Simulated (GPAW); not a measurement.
Band structure of TaOs3 (Pm-3m, 4 atoms in the cell).

```xyz
4
Lattice="3.9150 0.0000 0.0000 0.0000 3.9150 0.0000 0.0000 0.0000 3.9150" Properties=species:S:1:pos:R:3 pbc="T T T"
Ta     0.0000     0.0000     0.0000
Os     0.0000     1.9575     1.9575
Os     1.9575     0.0000     1.9575
Os     1.9575     1.9575     0.0000
```

Method of the run: PBEsol, GPAW PAW datasets PBEsol (made by gpaw-setup) (plane waves; GPAW).

Settings: mode = pw; ecut = 550 eV; xc = PBEsol; kpts = 7 7 7; mesh shift (steps) = 0 0 0; occupations.name = fermi-dirac; occupations.width = 0.1 eV; nbands = -8; convergence.density = 1e-05 e/electron; symmetry.symmorphic = false; symmetry.tolerance = 0.0005; maxiter = 120; bandpath_npoints = 40.

The starting cell comes from a database of computed structures (which also holds hypothetical and non-ambient phases and stackings), without a prior relaxation at this level. Spin-orbit coupling is off. Spin polarisation is off.

Levels in eV from the Fermi level, bands 25 to 31:
| point | 25 | 26 | 27 | 28 | 29 | 30 | 31 |
|---|---|---|---|---|---|---|---|
| Γ | 0.85 | 2.57 | 2.90 | 2.90 | 2.90 | 3.22 | 3.22 |
| X | -1.25 | -0.46 | -0.30 | -0.30 | 1.37 | 1.40 | 1.40 |
| M | -2.06 | -0.99 | -0.97 | -0.97 | 0.19 | 0.20 | 1.97 |
| R | -1.42 | -0.05 | 0.60 | 0.60 | 0.60 | 2.60 | 2.60 |

Bands cross the Fermi level along this path, so the cell is metallic at this level.
